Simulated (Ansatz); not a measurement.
## GaAs under a change: pressure 22.5 GPa

Consider GaAs in the zinc blende structure (space group F-43m, No. 216; a = 5.667 Å).

Now apply this change: cell and atoms relaxed at a pressure of 22.5 GPa.

Calculations: r2SCAN (Ansatz, a program for electronic structure), spin-orbit coupling left out. k-mesh 10×10×10 (Γ-centred); smearing 0.05 eV (Fermi–Dirac).

```csv
quantity,base,changed,shift
density,5.28 g/cm³,6.44 g/cm³,+1.16 g/cm³
lattice parameter a,5.667 Å,5.304 Å,-0.363 Å
shortest interatomic distance,2.454 Å,2.297 Å,-0.157 Å
enthalpy H = E + PV relative to the base's energy,–,+2.86 eV/atom,–
band gap,0.96 eV,1.34 eV,+0.38 eV
gap character,direct at Γ,"indirect, Γ → Γ–X (93 % along)",–
smallest direct gap,0.96 eV,2.64 eV,+1.68 eV
width of the top valence band,3.40 eV,4.48 eV,+1.08 eV
"hole mass (degenerate bands, along [100])","0.050, 0.34, 0.34 mₑ (at Γ)","0.11, 0.27, 0.27 mₑ (at Γ)",–
"valley order (the lowest conduction-band minima on the path, energy above the VBM, named in the base's zone)","Γ 0.96 eV; L along ⟨111⟩ 1.35 eV; a point along ⟨100⟩, about 1.0 Å⁻¹ from Γ 1.72 eV","a point along ⟨100⟩, about 1.0 Å⁻¹ from Γ 1.34 eV; L along ⟨111⟩ 2.00 eV; Γ 2.64 eV",–
```

Final structure:

```
CELL_PARAMETERS angstrom
      0.00000     2.65180     2.65180
      2.65180     0.00000     2.65180
      2.65180     2.65180     0.00000
ATOMIC_POSITIONS crystal
  Ga 0.00000 0.00000 0.00000
  As 0.25000 0.25000 0.25000
```

Load acts through the strain it causes; cell and atoms are relaxed under it. Effective masses come from finite differences of ±0.01 Å⁻¹. Stability against distortions was not tested. Measured, GaAs leaves this structure (for a Cmcm phase) near 15 GPa (room temperature; as listed in arXiv:1906.07825).
